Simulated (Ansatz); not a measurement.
System: GaS (P6₃/mmc, No. 194, 8 atoms in the cell; start mp-556742). Method: PBE0 (Ansatz, an electronic-structure program, plane waves, PAW).

Settings: plane-wave cutoff 460 eV, 9×9×2 k mesh (along the axes of the cell as run), Fermi–Dirac smearing 0.01 eV, scalar-relativistic PAW data made under PBE.

Cell (relaxed with PBEsol):

```cif
data_Ga4S4
_chemical_formula_sum 'Ga4 S4'
_space_group_name_H-M_alt 'P 1'
_space_group_IT_number 1
_cell_length_a 3.56853
_cell_length_b 3.56853
_cell_length_c 16.13027
_cell_angle_alpha 90.000
_cell_angle_beta 90.000
_cell_angle_gamma 120.000
loop_
_space_group_symop_operation_xyz
  'x, y, z'
loop_
_atom_site_label
_atom_site_type_symbol
_atom_site_fract_x
_atom_site_fract_y
_atom_site_fract_z
_atom_site_occupancy
Ga1 Ga 0.00000 0.00000 0.17445 1
Ga2 Ga 0.00000 0.00000 0.82555 1
Ga3 Ga 0.00000 0.00000 0.67445 1
Ga4 Ga 0.00000 0.00000 0.32555 1
S1 S 0.66667 0.33333 0.10708 1
S2 S 0.33333 0.66667 0.89292 1
S3 S 0.33333 0.66667 0.60708 1
S4 S 0.66667 0.33333 0.39292 1
```

Question: Give the computed band gap and smallest direct gap on the k points sampled.

Answer: 
band gap: 3.40 eV (indirect)
smallest direct gap on the k points sampled: 3.71 eV

Note: cell and atoms aren't relaxed at this level (pressure 0.9 GPa); the cell has widely spaced layers and the level no dispersion term, so their spacing and the moduli can rest on weak binding.

Spin–orbit coupling is not included.

Computed values are for the static lattice.

A start named mp-… is a Materials Project structure, which need not be a measured phase.
